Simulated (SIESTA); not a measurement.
Input and output of a self-consistent single point for RbMg6Sn (Amm2, 8 atoms in the cell) (SIESTA).

Level of theory: GGA PBEsol, numerical atomic orbitals TZP, PseudoDojo PBEsol standard norm-conserving potentials (rewritten from UPF to PSML) (SIESTA 5.4.2).

```yaml
crystal:
  lattice:
    - [5.35028, 0.00000, 0.00000]
    - [0.00000, 3.61171, 6.24514]
    - [0.00000, -3.61171, 6.24514]
  atoms:
    - { symbol: Rb, position: [0.50000, 0.66751, 0.66751] }
    - { symbol: Mg, position: [0.00000, 0.28994, 0.85708] }
    - { symbol: Mg, position: [0.00000, 0.85708, 0.28994] }
    - { symbol: Mg, position: [0.00000, 0.33244, 0.33244] }
    - { symbol: Mg, position: [0.50000, 0.16030, 0.67712] }
    - { symbol: Mg, position: [0.50000, 0.67712, 0.16030] }
    - { symbol: Mg, position: [0.50000, 0.16138, 0.16138] }
    - { symbol: Sn, position: [0.00000, 0.85422, 0.85422] }
```

Reference input (self-consistent single point, DFT, GGA PBEsol, numerical atomic orbitals TZP, PseudoDojo PBEsol standard norm-conserving potentials (rewritten from UPF to PSML)): XC.functional = GGA; XC.authors = PBEsol; potentials = PseudoDojo PBEsol standard; PAO.BasisSize = TZP; PAO.EnergyShift = 0.01 Ry; MeshCutoff = 350 Ry; kgrid.MonkhorstPack = 4 3 3; OccupationFunction = FD; ElectronicTemperature = 1160.45 K; MaxSCFIterations = 150; SCF.Mixer.Method = Pulay; SCF.Mixer.Weight = 0.25. This run's input differs from it in these lines:

```diff
@@ -35,5 +35,5 @@
 %block kgrid.MonkhorstPack
-    4   0   0  0.0
-    0   3   0  0.0
-    0   0   3  0.0
+    5   0   0  0.0
+    0   5   0  0.0
+    0   0   5  0.0
 %endblock kgrid.MonkhorstPack
```

The program printed (abridged):

```
        iscf     Eharris(eV)        E_KS(eV)     FreeEng(eV)     dDmax    Ef(eV) dHmax(eV)
   scf:    1   -12542.547379   -12549.632202   -12549.783610  1.067944 -3.094159  4.758320
   scf:    2   -12550.563863   -12550.256143   -12550.417104  0.159289 -3.092428  2.848651
   scf:    3   -12550.472520   -12550.367841   -12550.529358  0.061255 -3.125484  1.736465
   scf:    4   -12550.477871   -12550.428669   -12550.590572  0.088625 -3.180759  0.141381
   scf:    5   -12550.429628   -12550.429309   -12550.591345  0.003299 -3.184502  0.068860
   scf:    6   -12550.429549   -12550.429458   -12550.591512  0.007148 -3.185960  0.005721
   scf:    7   -12550.429480   -12550.429470   -12550.591516  0.000346 -3.186390  0.006888
   scf:    8   -12550.429461   -12550.429466   -12550.591517  0.000302 -3.186523  0.001421
   scf:    9   -12550.429465   -12550.429465   -12550.591517  0.000085 -3.186639  0.000718
SCF Convergence by DM+H criterion
max |DM_out - DM_in|         :     0.0000848591
max |H_out - H_in|      (eV) :     0.0007179916
SCF cycle converged after 9 iterations

Using DM_out to compute the final energy and forces

siesta: E_KS(eV) =           -12550.4295

siesta: E_KS - E_eggbox =    -12550.4295

siesta: Atomic forces (eV/Ang):
     1    0.000000    0.000000    0.059168
     2    0.000000   -0.046628   -0.041379
     3    0.000000    0.046628   -0.041379
     4    0.000000    0.000000    0.001780
     5    0.000000   -0.093650    0.033492
     6    0.000000    0.093650    0.033492
     7    0.000000    0.000000   -0.086773
     8   -0.000000   -0.000000    0.117099
   Tot    0.000000    0.000000    0.075500
   Max    0.117099
   Res    0.046683    sqrt( Sum f_i^2 / 3N )
   Max    0.117099    constrained

   [... lines left out ...]
siesta: FreeEng =    -12550.591517
   [... lines left out ...]
siesta:     0.017412    0.000000    0.000000
siesta:     0.000000    0.015560   -0.000000
siesta:    -0.000000   -0.000000    0.015656

siesta: Cell volume =        241.358092 Ang**3

siesta: Pressure (static):
siesta:                Solid            Molecule  Units
siesta:          -0.00017654         -0.00019763  Ry/Bohr**3
siesta:          -0.01620931         -0.01814529  eV/Ang**3
siesta:         -25.97017410        -29.07195474  kBar
```

The run converged in 9 iterations. Against the reference run the free energy goes up by 5.6 meV/atom, the pressure stays near -2.60 GPa while the xx stress (positive for compression) goes from -3.46 to -2.79 GPa and the largest force goes from 0.144 to 0.117 eV/Å.

The starting cell comes from a database of computed structures (which also holds hypothetical and non-ambient phases and stackings), without a prior relaxation at this level. Its lattice was rescaled by a random factor within 2.5 % of one. Values carry the incompleteness of an atom-centred basis.

Cost on one core of a shared machine: roughly 60 s.
